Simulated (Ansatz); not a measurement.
An Ansatz (a first-principles code) run: hypothetical simple cubic Ag; PBEsol/PAW in Ansatz, no spin-orbit coupling.

Input:

Ansatz 0.2 input:
```yaml
crystal:
  lattice:
    - [2.6845737585, 0, 0]
    - [0, 2.6845737585, 0]
    - [0, 0, 2.6845737585]
  atoms:
    - { symbol: Ag, position: [0, 0, 0] }
basis: { ecutwfc: 420, ecutrho_ratio: 4, xc_grid: 2, fft_grid_basis: typed }
kpoints: { mp_grid: { grid: [17, 17, 17] } }
hamiltonian:
  xc: pbesol
  dispersion: none
  pseudopotentials: { kind: paw }
scf: { occupations: { method: fermi_dirac, width: 0.05 }, convergence: { dr2_threshold: 0.0000000001 } }
output: { forces: true, stress: true }
```

Output (explanatory and most iteration lines left out):

```
Pseudopotential: Ag, paw, valence charge 19
Crystal: 1 atoms, lattice volume = 19.348 Å³
Basis set: ecut = 420 eV, 389 PW (Γ), exchange–correlation on 36×36×36 points (8 copies of the dense FFT grid, shifted against one another)
Bands: 14, of which v1, the nominal top of the filled ones, is band 10 counted from 1 (9 counted from 0)
Symmetry: 48 space group operations
Space group: Pm-3m (ITA 221), of the structure as read, at distance tolerance 2.7e-5 Å
k-points: 165 of 4913
Functional: x = pbesol(κ = 0.804, μ = 0.12345679012345678), c = pbesol(β = 0.046)
SCF iter   1: F=—  HF=-7521.854152 eV  |F-HF|=—  |Δ(HF+E_count)|=         —  Δρ=9.91e-3  dr2=1.91e-2  ethr=1.77e-3  ⟨swp⟩=5.1  Hψ=11758  notcnv=0
SCF iter   2: F=—  HF=-7521.849276 eV  |F-HF|=—  |Δ(HF+E_count)|=   4.88e-3  Δρ=2.61e-3  dr2=1.66e-3  ethr=1.01e-4  ⟨swp⟩=2.9  Hψ=4927  notcnv=0  defer=39
SCF 1 converged in 7 iterations: F = -7521.848740 eV  dr2 = 3.38e-12
SCF converged after 7 iterations
Free energy (F): -7521.848740 eV
Internal energy: -7521.846368 eV  (E = F + TS)
E sigma→0 (E₀):  -7521.847554 eV
Entropy (-TS):   -0.002373 eV (-2.373 meV/atom)
Fermi energy:    14.356389 eV
--- Forces (eV/Å), atoms counted from 1 ---
  atom   1  Ag     0.00000000     0.00000000     0.00000000
--- Stress (GPa, compression-positive) ---
        0.000251       0.000000       0.000000
        0.000000       0.000251       0.000000
        0.000000       0.000000       0.000251
  P = ⅓ Tr σ = 0.0003 GPa (0.003 kbar)
```

Stability against distortions was not tested. The cell is Ag in the simple cubic structure (space group Pm-3m, No. 221; a hypothetical phase, not in the database extracts checked).
